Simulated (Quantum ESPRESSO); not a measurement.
# Cost against accuracy: ecutwfc for TlCu₂S₂ (I4/mmm, 5 atoms in the cell)

```xyz
5
Lattice="-1.8885 1.8885 6.6895 1.8885 -1.8885 6.6895 1.8885 1.8885 -6.6895" Properties=species:S:1:pos:R:3 pbc="T T T"
Tl     0.0000     0.0000     0.0000
Cu     0.0000     1.8885     3.3448
Cu     1.8885     0.0000     3.3448
S      0.0000     0.0000     4.8165
S      0.0000     0.0000     8.5626
```

Computed with PBEsol, PSlibrary PAW (PBE) pseudopotentials (plane waves; Quantum ESPRESSO).

Base settings: ecutwfc = 50 Ry; ecutrho = 300 Ry; occupations = smearing; smearing = methfessel-paxton; degauss = 0.0099958 Ry; input_dft = pbesol; K_POINTS = automatic 8 8 8 0 0 0; conv_thr = 1e-09 Ry; mixing_beta = 0.4.

Misses are taken against the tightest run, 65 Ry (ecutrho: 300 Ry → 390 Ry), which need not be fully converged itself. The energy is the free energy per atom.

The count of work is k-points × plane waves × bands × iterations; it is no time, and leaves out set-up, grids and terms that scale otherwise. Core times come from one kind of shared machine and are given to one figure; runs under 30 s give none.

The starting cell comes from a database of published, mostly measured structures (it also holds non-ambient and calculated ones), without a prior relaxation at this level. Spin polarisation is off; with an odd number of electrons in the cell that forces a metal, and a magnetic state may lie lower. In the base run, with a pressure of about -5 GPa the cell is away from its equilibrium volume at this level.

The runs (ecutwfc): 20 Ry (ecutrho: 300 Ry → 120 Ry) | 25 Ry (ecutrho: 300 Ry → 150 Ry) | 30 Ry (ecutrho: 300 Ry → 180 Ry) | 35 Ry (ecutrho: 300 Ry → 210 Ry) | 40 Ry (ecutrho: 300 Ry → 240 Ry) | 45 Ry (ecutrho: 300 Ry → 270 Ry) | 50 Ry | 57 Ry (ecutrho: 300 Ry → 342 Ry) | 65 Ry (ecutrho: 300 Ry → 390 Ry).

What does the step from 20 Ry (ecutrho: 300 Ry → 120 Ry) to 45 Ry (ecutrho: 300 Ry → 270 Ry) buy?

It takes the miss in the energy from 16000 to 32 meV/atom, for 3.0 times the count of work and roughly 2 times the time.

```csv
ecutwfc,energy less reference (meV/atom),pressure less reference (GPa),largest difference in the force on any atom (eV/Å),count of work / reference,core time / reference (rough)
20 Ry (ecutrho: 300 Ry → 120 Ry),16047.76,-438.45,0.566,0.19,0.2
25 Ry (ecutrho: 300 Ry → 150 Ry),4291.65,-169.01,0.106,0.26,0.3
30 Ry (ecutrho: 300 Ry → 180 Ry),975.63,-50.53,0.019,0.31,0.3
35 Ry (ecutrho: 300 Ry → 210 Ry),203.70,-11.89,0.008,0.44,0.4
40 Ry (ecutrho: 300 Ry → 240 Ry),57.47,-2.07,0.002,0.53,0.5
45 Ry (ecutrho: 300 Ry → 270 Ry),31.82,-0.36,0.002,0.58,0.5
50 Ry,21.28,-0.26,0.002,0.68,0.8
57 Ry (ecutrho: 300 Ry → 342 Ry),8.90,-0.22,0.001,0.82,0.9
65 Ry (ecutrho: 300 Ry → 390 Ry),0.00,0.00,0.000,1.0,1
```

The last two settings still differ by 8.9 meV/atom, so the table cannot show that the reference is converged.
